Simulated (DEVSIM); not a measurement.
Structure: Schottky contact on n-type Ge, at 250 K.

| layer (left to right) | material | thickness (μm) | Nd (cm⁻³) | τn (s) | τp (s) |
|---|---|---|---|---|---|
| 1 | Ge | 2.80 | 5.5e15 | 2.9e-5 | 2.9e-5 |

Left contact: Schottky, work function 4.41 eV, emission velocity 6.1e6 cm/s. Right contact: ohmic. Voltage is applied to the left contact. Recombination: SRH at mid-gap, Auger. Mobility is constant in doping.

The device is made up for the run: typed textbook-type constants, with dimensions and the other settings drawn at random. Values at 300 K; Nc and Nv go as T^1.5, mobilities as T to minus their exponent, the gap by Varshni's rule with the affinity fixed.

```
parameter               Ge
----------------  --------
gap (eV)             0.664
affinity (eV)            4
permittivity            16
Nc (cm⁻³)          1.04e19
Nv (cm⁻³)             6e18
μn (cm²/Vs)           3900
μp (cm²/Vs)           1900
T exponent of μn      1.66
T exponent of μp      2.33
Cn (cm⁶/s)           1e-31
Cp (cm⁶/s)           1e-31
Varshni α (eV/K)  0.000477
Varshni β (K)          235
```

Simulated with DEVSIM: 1D drift-diffusion, Boltzmann statistics, complete ionisation; no tunnelling, impact ionisation, image-force lowering or self-heating. Metal contacts follow the ideal Schottky-Mott rule: no Fermi-level pinning, no interface dipoles.

Q: Tabulate band edges, carrier densities and field at zero bias.

A: Energies count from the Fermi level of the right contact; mesh points crowd at the junctions.

```tsv
x (μm)	Ec (eV)	Ev (eV)	n (cm⁻³)	p (cm⁻³)	field (V/cm)
0.000	0.410	-0.273	4.3e10	1.4e13	-17000
0.01062	0.392	-0.290	9.8e10	6.4e12	-16000
0.02586	0.368	-0.315	3.0e11	2.1e12	-15000
0.04773	0.336	-0.347	1.3e12	4.7e11	-14000
0.08775	0.285	-0.398	1.4e13	4.4e10	-12000
0.1365	0.236	-0.447	1.4e14	4.5e9	-8500
0.2065	0.191	-0.492	1.1e15	5.5e8	-4600
0.3492	0.160	-0.522	4.6e15	1.3e8	-630
0.5117	0.157	-0.526	5.4e15	1.1e8	-43
0.7447	0.157	-0.526	5.5e15	1.1e8	≈ 0
1.079	0.157	-0.526	5.5e15	1.1e8	≈ 0
1.611	0.157	-0.526	5.5e15	1.1e8	≈ 0
1.979	0.157	-0.526	5.5e15	1.1e8	≈ 0
2.235	0.157	-0.526	5.5e15	1.1e8	≈ 0
2.460	0.157	-0.526	5.5e15	1.1e8	≈ 0
2.571	0.157	-0.526	5.5e15	1.1e8	≈ 0
2.647	0.157	-0.526	5.5e15	1.1e8	≈ 0
2.701	0.157	-0.526	5.5e15	1.1e8	≈ 0
2.745	0.157	-0.526	5.5e15	1.1e8	≈ 0
2.769	0.157	-0.526	5.5e15	1.1e8	≈ 0
2.786	0.157	-0.526	5.5e15	1.1e8	≈ 0
2.800	0.157	-0.526	5.5e15	1.1e8	≈ 0
```
